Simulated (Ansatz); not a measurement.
Start from AlAsO4 (space group I-4, No. 82; a = 5.1124 Å, c = 7.5510 Å; a cell from a computed database, its experimental status unchecked). Axes: x, y, z lie along a, b, c of the conventional cell.

Modification: biaxial strain +1.52 %, plane normal [001], relaxed out of plane (Cartesian); in-plane vectors clamped, the third vector and the atoms free.

Levels (all Ansatz, a quantum-chemistry and plane-wave program, PAW): PBEsol (420 eV, spin-orbit coupling left out); r2SCAN (500 eV, without spin-orbit coupling); HSE06 (420 eV, no spin-orbit coupling).

At the geometry relaxed with PBEsol, these levels gave the following band gaps, in shuffled order: (a) 5.20 eV, (b) 6.44 eV, (c) 4.49 eV.

Match each gap to its level.

(a) r2SCAN; (b) HSE06; (c) PBEsol.

Single points use the geometry relaxed with PBEsol. Whether these cells are dynamically stable was not tested.
